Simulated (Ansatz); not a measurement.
Gap of wurtzite InAs, (0001) cell, strained to InP (InAs held in this type, which need not be the stable form; held in plane at the lattice of InP), on one geometry relaxed at PBE.

Levels used, each named beside its values: r2SCAN (plane waves to 500 eV, PAW; Ansatz, a program for electronic structure); HSE06 (plane waves to 420 eV, PAW; Ansatz). Geometries and values that name no level are of the first. Scalar-relativistic, without spin–orbit coupling. Its k-point mesh 9×9×4, Fermi–Dirac width 0.01 eV. HSE06 ran on meshes of its own (6×6×3); its edges and gaps are taken over the mesh and over extra points off it, mostly where PBE has its edges.

| level | gap (eV) |
|---|---|
| r2SCAN | ? |
| HSE06 | 0.22 |

### Question
Some entries are withheld; supply them.

### Answer

- r2SCAN, gap (eV): 0.00
